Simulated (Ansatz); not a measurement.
## Ansatz run on Hf (P6/mmm, 3 atoms in the cell): self-consistent single point

Method: LDA (PW92), default PAW files made with PBE (plane waves; Ansatz, a quantum-chemistry and plane-wave program).

The input file:

Ansatz 0.2 input:
```yaml
crystal:
  lattice:
    - [4.937518, 0.000000, 0.000000]
    - [-2.468759, 4.276016, 0.000000]
    - [0.000000, 0.000000, 3.070799]
  atoms:
    - { symbol: Hf, position: [0.666667, 0.333333, 0.500000] }
    - { symbol: Hf, position: [0.333333, 0.666667, 0.500000] }
    - { symbol: Hf, position: [0.000000, 0.000000, 0.000000] }
basis:
  ecutwfc: 420.0
kpoints:
  mp_grid: { grid: [8, 8, 11] }
hamiltonian:
  xc: lda
  pseudopotentials: { kind: paw }
scf:
  occupations: { method: fermi_dirac, width: 0.1 }
output:
  forces: true
  eigenvalues: true
  stress: true
```

Log, with long lists cut:

```
WARN the atoms were moved onto the symmetric positions of the space group found under crystal.symmetry.tolerance 1.0e-5 (fractional …
WARN ansatz: RAYON_NUM_THREADS=1 ignored (pool sized by the plan → 1); use --threads N
Pseudopotentials: kind: paw
Pseudopotential: Hf, paw, valence charge 26
Crystal: 3 atoms, lattice volume = 64.833 Å³
Basis set: ecut = 420 eV, 1289 PW (Γ)
Bands: 47, of which v1, the nominal top of the filled ones, is band 39 counted from 1 (38 counted from 0)
Symmetry: 24 space group operations
Space group: P6/mmm (ITA 191), of the structure as read, at distance tolerance 4.0e-5 Å
k-points: 60 of 704
PAW frozen core: Hf, regenerated for the run's functional, and the local potential with it
Initial density: superposition of atomic densities (neutral atoms: chi_scale 0, normalization atom), corrected by the library's trained network
Initial wavefunctions: pseudopotential atomic-orbital guess
Eigensolver: davidson
Functional: x = slater, c = lda
SCF iter   1: F=—  HF=-46430.540958 eV  |F-HF|=—  |Δ(HF+E_count)|=         —  Δρ=1.29e-2  dr2=3.03e-1  ethr=1.77e-3  ⟨swp⟩=4.8  Hψ=8375  notcnv=0
all-band conjugate gradients solve this SCF's bands
preconditioner: auto → Kerker (q_TF=auto, 2.814 Å⁻¹)
SCF iter   2: F=—  HF=-46430.498714 eV  |F-HF|=—  |Δ(HF+E_count)|=   4.22e-2  Δρ=5.15e-3  dr2=3.32e-2  ethr=3.89e-4  ⟨swp⟩=1.4  Hψ=3340  notcnv=0
SCF iter   3: F=—  HF=-46430.493019 eV  |F-HF|=—  |Δ(HF+E_count)|=   5.69e-3  Δρ=1.99e-3  dr2=4.22e-3  ethr=4.26e-5  ⟨swp⟩=2.0  Hψ=4334  notcnv=0
SCF iter   4: F=—  HF=-46430.490965 eV  |F-HF|=—  |Δ(HF+E_count)|=   2.05e-3  Δρ=1.11e-3  dr2=1.16e-3  ethr=5.40e-6  ⟨swp⟩=2.0  Hψ=4819  notcnv=0
SCF iter   5: F=—  HF=-46430.490926 eV  |F-HF|=—  |Δ(HF+E_count)|=   3.85e-5  Δρ=4.35e-4  dr2=1.07e-4  ethr=1.49e-6  ⟨swp⟩=2.0  Hψ=5168  notcnv=0
SCF iter   6: F=—  HF=-46430.490886 eV  |F-HF|=—  |Δ(HF+E_count)|=   4.05e-5  Δρ=1.39e-4  dr2=1.27e-5  ethr=1.38e-7  ⟨swp⟩=2.0  Hψ=5167  notcnv=0
SCF iter   7: F=—  HF=-46430.490863 eV  |F-HF|=—  |Δ(HF+E_count)|=   2.24e-5  Δρ=1.01e-4  dr2=4.98e-6  ethr=1.62e-8  ⟨swp⟩=3.0  Hψ=5582  notcnv=0
SCF iter   8: F=—  HF=-46430.490862 eV  |F-HF|=—  |Δ(HF+E_count)|=   1.32e-6  Δρ=2.65e-5  dr2=8.12e-7  ethr=6.38e-9  ⟨swp⟩=2.1  Hψ=4903  notcnv=0
SCF iter   9: F=-46430.490861 eV  HF=-46430.490861 eV  |F-HF|=5.57e-8  |Δ(HF+E_count)|=   6.09e-7  Δρ=8.13e-6  dr2=5.60e-8  ethr=1.28e-10  ⟨swp⟩=4.8  Hψ=13831  notcnv=0
the search or the solves at the SCF's close seem to have found levels that the self-consistency loop had missed (the run counts 1) …
SCF 1 converged in 9 iterations: F = -46430.490861 eV  dr2 = 5.60e-8
SCF converged after 9 iterations
Free energy (F): -46430.490861 eV
Harris-Foulkes:  -46430.490861 eV  (|F-HF|=5.57e-8)
Internal energy: -46430.403982 eV  (E = F + TS)
E sigma→0 (E₀):  -46430.447422 eV
Entropy (-TS):   -0.086879 eV (-28.960 meV/atom)
Fermi energy:    20.118922 eV
--- Per-component energies (eV) ---
  E_band       = 141.190275
  E_kinetic    = 1278.060179
  E_local      = -15029.543112  (includes V_loc(G=0)·N_el)
  E_nonlocal   = -3698.385609
  E_hartree    = 7075.941013
  E_xc         = -893.777589
  E_vxc        = -801.053806  (∫ρ·V_xc dr)
  E_paw        = -20058.183385  (= ΣΔE_a)
  E_vpaw       = 4240.227344  (= ΣTr[D̂ρ^β])
  E_aug_tail   = -0.000004  (compensation charges beyond the density's cutoff)
  E_ewald      = -15111.887202
  E_core_change = 7.371728  (= ΣΔE_core)
  E_smearing   = -0.086879  (= −TS)
  E_closure    = -0.000000  (closes the sum)
  Σ components = -46430.490861   (vs F -46430.490861, Δ=0.00e0)
--- Forces (eV/Å), atoms counted from 1 ---
  atom   1  Hf    -0.00000000    -0.00000000    -0.00000000
   [... zero for the other atoms too ...]
  max |Σ_I F_I| component: 7.40e-17 eV/Å
--- Stress (GPa, compression-positive) ---
       -5.329191      -0.000000      -0.000000
        0.000000      -5.329191      -0.000000
       -0.000000      -0.000000      -4.859078
  P = ⅓ Tr σ = -5.1725 GPa (-51.725 kbar)
  The stress holds the Pulay correction. Without it, at fixed plane waves, as pw.x and ABINIT print it: P = -5.2030 GPa
--- Band table (eV; the first three rows and the last of 60) ---
  k-point 0: bands = ["-41.7152", "-41.4355", "-41.3230", "-10.4969", "-10.4969", "-10.4844", "-10.4844", "-10.0704", "-9.8212", "-9.7177", "-9.6685", "-9.6685", "8.2406", "8.2445", "8.2849", "8.2849", "8.2938", "8.2938", "8.3325", "8.5391", [...]
  k-point 1: bands = ["-41.7125", "-41.4333", "-41.3207", "-10.4866", "-10.4866", "-10.4784", "-10.4784", "-10.1134", "-9.8746", "-9.7621", "-9.6701", "-9.6701", "8.2410", "8.2448", "8.2880", "8.2880", "8.2930", "8.2930", "8.3273", "8.5394", [...]
  k-point 2: bands = ["-41.7053", "-41.4274", "-41.3143", "-10.4626", "-10.4626", "-10.4584", "-10.4584", "-10.2265", "-10.0163", "-9.8799", "-9.6750", "-9.6750", "8.2421", "8.2456", "8.2907", "8.2907", "8.2962", "8.2962", "8.3141", "8.5404", [...]
  k-point 59: bands = ["-41.6819", "-41.3592", "-41.3434", "-10.7526", "-10.5557", "-10.4898", "-10.3167", "-10.2164", "-10.1780", "-10.1079", "-9.9922", "-9.6000", "8.2426", "8.2449", "8.2792", "8.2794", "8.2798", "8.3238", "8.3239", "8.5548", [...]
```

The run converged in 9 iterations.

The starting cell comes from a database of computed structures (which also holds hypothetical and non-ambient phases and stackings), without a prior relaxation at this level. Its lattice was rescaled by up to half a per cent. Spin-orbit coupling is off. With a pressure of about -5 GPa the cell is away from its equilibrium volume at this level. Ansatz's pressure includes its estimate of the finite-basis (Pulay) stress.
